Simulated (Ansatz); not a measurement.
For HfAu₂ (I4/mmm, No. 139; structure not from a measured cell), LDA (plane waves, PAW; Ansatz, a program for electronic structure) gives:

| Item | Result |
|---|---|
| equilibrium lattice constant a | 3.498 Å |
| c axis length | 8.591 Å |

Task: What does r²SCAN (PAW; Ansatz) give for the same quantities?

Result: 
- lattice constant a: 3.555 Å (rises by 1.6 %)
- lattice parameter c: 8.716 Å (grows by 1.5 %)

Changes are worked out from the printed values.

Unless a cell is named, each level is at its own relaxed cell (LDA 17.52, r²SCAN 18.36 Å³/atom).

Levels without +SOC leave out spin–orbit coupling, which shifts energies and cells of such heavy elements.

Caveats: the relaxation could not lower the start's symmetry, so the cell can be a saddle point above a distorted one (LDA, r²SCAN). Ansatz's density-functional and Hartree–Fock values are scalar-relativistic unless marked +SOC, with PAW data made under PBE.
